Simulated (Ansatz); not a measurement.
Ta2O5 (C2/m, No. 12, 7 atoms in the cell; start mp-1218141) was calculated with PBEsol in Ansatz (plane waves, PAW).

Settings: plane-wave cutoff 520 eV, 10×10×4 k mesh (along the axes of the cell as run), Fermi–Dirac smearing 0.01 eV, scalar-relativistic PAW data made under PBE.

Cell (relaxed at this level):

```
CELL_PARAMETERS angstrom
      3.82844     0.00492    -0.27482
     -0.00348     3.86999     0.02085
     -1.44919    -0.06676     6.61537
ATOMIC_POSITIONS crystal
  Ta 0.85189 0.02110 0.05379
  Ta 0.55954 0.97890 0.46907
  O  0.85503 0.50630 0.06008
  O  0.55639 0.49370 0.46277
  O  0.39089 0.00121 0.13180
  O  0.02053 0.99879 0.39106
  O  0.70572 0.00000 0.76143
```

Problem. Estimate the band gap and bulk modulus B0 that the calculation returns.

Solution. 
- band gap: 2.24 eV (on the SCF k mesh)
- bulk modulus B0: 215 GPa

Note: the relaxation could not lower the start's symmetry, so the cell can be a saddle point above a distorted one; the bulk modulus is −V dP/dV from two relaxed cells at ±2 % in volume.

Spin–orbit coupling is not included.

Computed values are for the static lattice.

The result took very roughly 15 core-minutes.

A start named mp-… is a Materials Project structure, which need not be a measured phase.

Ansatz is a first-principles code.
